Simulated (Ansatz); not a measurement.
# W2N in the anti-CdI2 type structure (space group P-3m1, No. 164; a hypothetical phase, not in the database extracts checked)

```xyz
3
Lattice="2.8219 0.0000 0.0000 -1.4109 2.4438 0.0000 0.0000 0.0000 5.3747" Properties=species:S:1:pos:R:3 pbc="T T T"
N      0.0000     0.0000     0.0000
W      0.0000     1.6292     1.4461
W      1.4109     0.8146     3.9287
```

Level of theory: PBE (Ansatz, a program for electronic structure; PAW; 420 eV plane waves; no SOC). k-mesh 19×19×9 (Γ-centred); smearing 0.05 eV (Fermi–Dirac).

```json
{
  "volume_per_atom": "12.35 Å³",
  "density": "17.10 g/cm³",
  "band_gap": "zero",
  "total_energy": "-7051.126 eV/atom (σ→0; compares only within this code and set-up)"
}
```

Whether these cells are dynamically stable was not tested. The final runs are not spin-polarised. An odd electron count without spin: W2N.
